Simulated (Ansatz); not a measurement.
# Competing hops of interstitial La in amorphous Hf10Si10O40 (a melt-quenched model of 60 atoms), charge state +3

Defect: interstitial La in amorphous Hf10Si10O40 (a melt-quenched model of 60 atoms), charge state +3. These are PBE, PAW (plane waves to 420 eV; Ansatz, a quantum-chemistry and plane-wave program) values and carry that method's errors.

Cell of 60 host sites held at the glass model's own volume; the Γ point alone; Fermi-Dirac width 0.01 eV, spin-restricted; finite-size errors left in. Energies are static. Spin-orbit coupling is left out. This is one neighbourhood of one small, fast-quenched model, and the added charge may sit on a native defect of the glass. The charge state is imposed; whether it is stable for some Fermi level was not computed. Sites that were not tried may lie lower.

Barriers: single points on a 2×2×2 k-point mesh shifted by half a step at the bands' geometries.

| Route | Start site over the lowest site run (eV) | Hop (Å) | Forward barrier (eV) | Backward barrier (eV) | Neighbours at the start | Neighbours at the saddle | Saddle order | Forward, on the band's own sampling (eV) |
|---|---|---|---|---|---|---|---|---|
| one La atom jumps by itself | 0.28 | 1.42 | 0.28 | 0.20 | O at 2.38, O at 2.42, O at 2.51, O at 2.52, O at 2.61, O at 2.64 Å | 2 O at 2.36, 2 O at 2.53, O at 2.93 Å | not checked | 0.27 |

Paths come from nudged elastic bands with a climbing image.   A further band (several atoms move together, Hf the farthest, 1.11 Å) gave 0.48 eV forward on its own sampling, 0.48 eV above the lowest site run, but much of the cell moves along it, so it is not taken as a result.

The whole set of runs took roughly 2.6 core-hours.
